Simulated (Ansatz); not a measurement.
MoS2 in the fluorite structure (space group Fm-3m, No. 225; ferromagnetic; a hypothetical phase, not in the database extracts checked)

```xyz
3
Lattice="0.0000 2.9264 2.9264 2.9264 0.0000 2.9264 2.9264 2.9264 0.0000" Properties=species:S:1:pos:R:3 pbc="T T T"
Mo     0.0000     0.0000     0.0000
S      1.4632     1.4632     1.4632
S      4.3895     4.3895     4.3895
```

All numbers come from PBEsol (Ansatz, a first-principles code; PAW; 420 eV plane waves; without spin-orbit coupling). Settings: 14×14×14 k-points, 0.05 eV Fermi–Dirac smearing.

| Quantity | Result |
|---|---|
| Volume per atom | 16.71 Å³ |
| Density | 5.30 g/cm³ |
| Band gap | zero |
| Magnetic state | ferromagnetic |
| Total energy | -2222.698 eV/atom (σ→0; compares only within this code and set-up) |

The magnetic state is the one reached from the starting moments; the real material's order can differ, and small cells can't hold many antiferromagnetic ones. Whether these cells are dynamically stable was not tested.
